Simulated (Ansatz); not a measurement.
Band structure of CaCo₂Ge₂ (I4/mmm, 5 atoms in the cell).

```xyz
5
Lattice="-2.0046 2.0046 5.2281 2.0046 -2.0046 5.2281 2.0046 2.0046 -5.2281" Properties=species:S:1:pos:R:3 pbc="T T T"
Ca     0.0000     0.0000     0.0000
Co     2.0046     0.0000     2.6140
Co     0.0000     2.0046     2.6140
Ge     0.0000     0.0000     3.8384
Ge     0.0000     0.0000     6.6177
```

Computed with LDA (PW92), PAW files made with PBE (plane waves; Ansatz, a program for electronic structure).

Settings: basis.ecutwfc = 30.9 Ry; kpoints.mp_grid.grid = 7 7 7; hamiltonian.xc = lda; hamiltonian.pseudopotentials = {kind: paw} (the program's default PAW files); scf.occupations.method = fermi_dirac; scf.occupations.width = 0.0037 Ry; kpoints.band_path.npoints = 8.

The starting cell comes from a database of computed structures (which also holds hypothetical and non-ambient phases and stackings), without a prior relaxation at this level. Its lattice was rescaled by a random factor within 2.5 % of one. Spin polarisation is off.

Levels in eV from the Fermi level, bands 33 to 40:
```tsv
point	33	34	35	36	37	38	39	40
Γ	-0.75	-0.59	-0.29	-0.29	-0.14	1.07	2.64	2.64
X	-1.60	-0.88	-0.75	-0.74	-0.58	0.20	0.32	2.09
Y	-1.63	-0.95	-0.76	-0.67	-0.23	0.20	0.40	2.11
S	-1.29	-1.18	-1.14	0.29	0.70	0.89	2.96	3.14
Z	-0.59	-0.22	-0.22	-0.14	0.93	1.67	2.46	3.38
S1	-1.29	-1.18	-1.14	0.29	0.70	0.89	2.96	3.14
N	-1.28	-1.27	-0.97	-0.55	0.96	1.79	1.91	2.89
P	-1.66	-0.76	-0.76	-0.75	-0.74	0.27	0.27	1.83
Y1	-1.63	-0.95	-0.76	-0.67	-0.23	0.20	0.40	2.11
```

Bands cross the Fermi level along this path, so the cell is metallic at this level.

Keys are those of Ansatz 0.2.
